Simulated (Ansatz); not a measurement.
Cell and atoms of amorphous Al28O43Ag2:

```xyz
73
Lattice="9.1494 -0.1074 -0.0556 -0.1074 9.9230 -0.2800 -0.0556 -0.2800 9.2103" Properties=species:S:1:pos:R:3 pbc="T T T"
Al     1.8652     5.2485     3.6089
Al     7.8282     6.8207     7.4123
Al     3.3517     1.0670     6.5187
Al     5.0321     5.6332     2.4853
Al     8.1871     1.6451     5.4213
Al     2.9109     2.3973     2.6394
Al     3.1649     4.7238     0.6785
Al     7.6649     6.5349     1.1958
Al     1.9415     6.1076     6.5342
Al     3.2701     8.7886     8.1920
Al     3.3600     7.9761     1.7466
Al     8.4142     6.7698     4.2756
Al     7.7424     3.9727     3.4025
Al     1.3716     3.4227     7.4501
Al     5.8628     9.2655     6.1812
Al     8.7920     0.9781     2.3504
Al     5.5370     1.6006     4.2850
Al     5.8387     4.4766     8.3788
Al     6.2828     8.7612     2.9320
Al     3.0890     8.1090     5.0479
Al     8.4207     3.7708     0.7273
Al     5.5393     6.0903     5.5885
Al     8.1601     1.5995     8.0745
Al     0.6241     9.1934     0.4362
Al     1.0516     9.4018     3.8480
Al     3.8233     3.9384     5.3336
Al     0.9063     6.4857    -0.1065
Al     1.8729     1.8683     0.2123
O      4.2206     8.8859     0.4616
O      2.3756     6.4081     4.8220
O      2.4690    -0.0828     5.5355
O      1.9485     7.7119     0.6043
O      0.0176     5.2301     3.8497
O      7.3160     6.1802     5.5930
O      2.6744     8.5354     3.2703
O      2.0219     4.8989     8.6206
O      4.8619     5.0696     0.5967
O      7.0211     0.2958     2.4087
O      0.3477     9.3534     2.1513
O      8.6966     0.6902     0.1848
O      2.7854     7.5833     6.9865
O      4.4666    -0.0542     7.3811
O      2.6117     3.6449     3.8501
O      5.9464    -0.1118     4.6851
O      2.3061     4.3616     6.2464
O      9.0742     5.3925     1.0026
O      4.8654     7.7175     5.3858
O      9.0489     2.5655     6.6427
O      2.4877     2.0550     7.6896
O      0.4728     2.8201     9.0168
O      0.2793     8.1439     4.8365
O      1.4675     1.6469     2.0066
O      7.5548     7.4408     2.8114
O      7.0000     3.0330     8.7753
O      4.3698     2.2260     5.5671
O      6.7828     5.0522     2.2989
O      6.8276     8.2077     7.1736
O      3.1584     3.0082     0.9449
O      8.3122     2.8223     2.1914
O      6.9375     5.7999     8.6765
O      7.0023     2.7161     4.4994
O      7.2175     0.8323     6.7242
O      8.6513     7.7072    -0.0269
O      0.0478     1.0184     4.2742
O      5.0497     4.7842     6.7851
O      2.9891     5.6919     2.1940
O      5.0362     7.4470     2.4334
O      4.8889     5.0468     4.2434
O      4.4984     1.7512     2.9180
O      1.9606    -0.1472     8.9600
O      0.3325     6.1780     7.3157
Ag     5.6558     1.8565     0.9624
Ag     6.4211     9.2357     0.0504
```

Level of theory: PBE, scalar-relativistic without spin-orbit coupling (plane waves to 420 eV, PAW; Ansatz, an electronic-structure program).

A CHGNet melt-quench gave the starting glass, which DFT then relaxed. O atoms were pushed apart under 1.9 Å during the dynamics, to hinder bonds among them. The hot cell started wider than the set density and was brought back towards it in steps. It is the lowest in DFT energy of 2 quenches. It is a model cell: composition and starting density were chosen by hand, and all elements were melted together. No dispersion term was used. Its density started from a set value of 3.39 and ended at 3.30 g/cm³. The quench (nominally 410 K/ps over its main leg) was far faster than any real one, so the model tends to hold more defects than a real film. One small periodic cell is one sample of the glass; other quenches scatter about these values. Volume and shape were free in the relaxation.

Bonds are counted up to Al-Al 2.66 Å, Al-O 2.22 Å, Al-Ag 2.93 Å, O-O 1.58 Å, O-Ag 2.53 Å, Ag-Ag 3.19 Å. Two cations that share two anions don't count as bonded, nor two that share one unless they lie closer than Al-Al 2.59 Å, Al-Ag 2.85 Å, Ag-Ag 3.10 Å.

### Question
Give the coordination numbers, mean bond lengths and angles.

### Answer

| Property | Value |
|---|---|
| Mean coordination of Al by anions | 4.50 (15 with 4, 12 with 5, 1 with 6) |
| Mean coordination of O | 3.07 (1 with 2, 38 with 3, 4 with 4) |
| Mean coordination of Ag by anions | 3.00 (2 with 3); 2 close contacts or bonds to cations besides |
| Mean Al-O bond | 1.848 Å (spread 0.088 Å, 126 counted) |
| Mean O-Ag bond | 2.357 Å (spread 0.102 Å, 6 counted) |
| Mean Ag-Ag close contact | 2.763 Å (spread 0.000 Å, 1 counted) |
| Bond angle at Al | mean 107.5°, spread 22.3° |
| Bond angle at O | mean 116.1°, spread 17.4° |
| Bond angle at Ag | mean 101.6°, spread 30.2° |

### Question
List the pairs of like atoms that count as bonded by the rules above.

### Answer
Ag72-Ag73 (2.76 Å).
